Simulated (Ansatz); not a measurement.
Consider CdBr₂ (space group P6_3mc, No. 186; a = 3.980 Å, c = 12.567 Å; layered, stacked along the Cartesian z axis).

All numbers come from r2SCAN+rVV10 in Ansatz (plane waves to 500 eV, PAW, scalar-relativistic without spin-orbit coupling).

One change was made to it. Results:

| quantity | base | after |
|---|---|---|
| volume per atom | 28.74 Å³ | 17.78 Å³ |
| band gap | 3.45 eV | 2.83 eV |
| smallest direct gap | 3.45 eV | 3.20 eV |

What was done to the base?
A) pressure 45 GPa
B) pressure 18 GPa
C) pressure 1.8 GPa
D) pressure 9 GPa
E) pressure 4.2 GPa

A, pressure 45 GPa. For comparison, the band gap in the other runs: pressure 18 GPa gives 3.63 eV; pressure 4.2 GPa gives 3.51 eV; pressure 1.8 GPa gives 3.47 eV; pressure 9 GPa gives 3.64 eV.

Load acts through the strain it causes; cell and atoms are relaxed under it. Stability against distortions was not tested. No other phases were tried under pressure.

Ansatz is a program for electronic structure.
